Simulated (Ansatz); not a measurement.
# Effect of isotropic strain −1.91 % on hypothetical R-3m Ga2O3

The reference is Ga$_{2}$O$_{3}$ (space group R-3m, No. 166; a = 2.9881 Å, c = 22.8522 Å (hexagonal axes); a hypothetical phase, not in the database extracts checked).

Now apply this change: the cell is scaled by 0.9809 in all directions, atoms relaxed at fixed cell.

Method: PBEsol in Ansatz (plane waves to 420 eV, PAW, scalar-relativistic without spin-orbit coupling). k-mesh 13×13×13 (Γ-centred); smearing 0.05 eV (Fermi–Dirac).

```json
[
 {"quantity": "volume per atom", "base": "11.78 Å³", "changed": "11.12 Å³", "shift": "-0.66 Å³"},
 {"quantity": "space group", "base": "R-3m (No. 166)", "changed": "R-3m (No. 166)", "shift": "–"},
 {"quantity": "energy relative to the base (free energy F)", "base": "0 meV/atom", "changed": "+12 meV/atom", "shift": "+12 meV/atom"},
 {"quantity": "pressure (mean of the normal stresses, compression positive)", "base": "0.0 kbar", "changed": "60.0 kbar", "shift": "+60.0 kbar"},
 {"quantity": "band gap", "base": "2.85 eV", "changed": "3.11 eV", "shift": "+0.26 eV"},
 {"quantity": "smallest direct gap", "base": "2.90 eV", "changed": "3.13 eV", "shift": "+0.238 eV"},
 {"quantity": "width of the top valence band", "base": "0.57 eV", "changed": "0.66 eV", "shift": "+0.09 eV"},
 {"quantity": "electron mass", "base": "0.51 mₑ along c, 0.29 mₑ across (at Γ)", "changed": "0.46 mₑ along c, 0.30 mₑ across (at Γ)", "shift": "–"}
]
```

Effective masses come from finite differences of ±0.01 Å⁻¹. Whether these cells are dynamically stable was not tested.

Ansatz is a first-principles code.
